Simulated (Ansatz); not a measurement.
Consider ZnS (space group R3m, No. 160; a = 3.784 Å, c = 27.900 Å (hexagonal axes)).

Modification: every lattice vector is stretched by 0.98 %; the atoms relax in the strained cell.

Method: plane-wave PAW DFT at the PBEsol level (Ansatz, a first-principles code, 420 eV), no spin-orbit coupling.

Base, band edges from the VBM (valence, conduction): Γ 0.00, 2.13; F -1.33, 3.20; S₂ -1.50, 4.25; S₀ -1.50, 4.25; L -0.92, 3.18; H₀ -1.50, 4.30; H₂ -1.50, 4.30; T -0.25, 3.08 eV.

Problem. Give the band edges at the high-symmetry points of the new zone, measured from its valence-band maximum.

Solution. 
```
point  valence edge (eV)  conduction edge (eV)
-----  -----------------  --------------------
Γ                   0.00                  2.00
T                  -0.24                  3.03
H₂                 -1.43                  4.35
H₀                 -1.43                  4.35
L                  -0.88                  3.19
S₀                 -1.43                  4.28
S₂                 -1.43                  4.28
F                  -1.26                  3.20
```

The gap is 2.00 eV, direct at Γ.

Whether these cells are dynamically stable was not tested. This is not the structure that ZnS has at room temperature and ambient pressure.
